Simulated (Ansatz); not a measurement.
# Free linear chain of Ag atoms

Computed with PBE (plane waves to 420 eV, PAW; Ansatz, a program for electronic structure). Mesh 1×1×58. No spin polarisation, so a magnetic state wasn't tested. Isolated but for its images some 11 Å away. A hypothetical model. Only distortions within the start's symmetry and period were free. Pairing along the axis, which can open a gap, is among the distortions not tried. Values not marked SOC lack spin–orbit coupling. Buckling under compression is shut out by symmetry and the short period.

```
Property                                                                                                             Value
--------------------------------------------------------------------  ----------------------------------------------------
period along the axis (2 atoms)                                                                                    5.303 Å
PBE gap                                                                                               none (under 0.01 eV)
crossings of the Fermi level between Γ and the zone edge (49 points)  1, each for both spins (ideal conductance 1 × 2e²/h)
work function (PBE)                                                                                                5.07 eV
axial stiffness dF/dε                                                                                                18 nN
```

```yaml
crystal:
  lattice:
    - [11.00000, 0.00000, 0.00000]
    - [0.00000, 11.00000, 0.00000]
    - [0.00000, 0.00000, 5.30257]
  atoms:
    - { symbol: Ag, position: [0.50000, 0.50000, 0.00000] }
    - { symbol: Ag, position: [0.50000, 0.50000, 0.50000] }
```
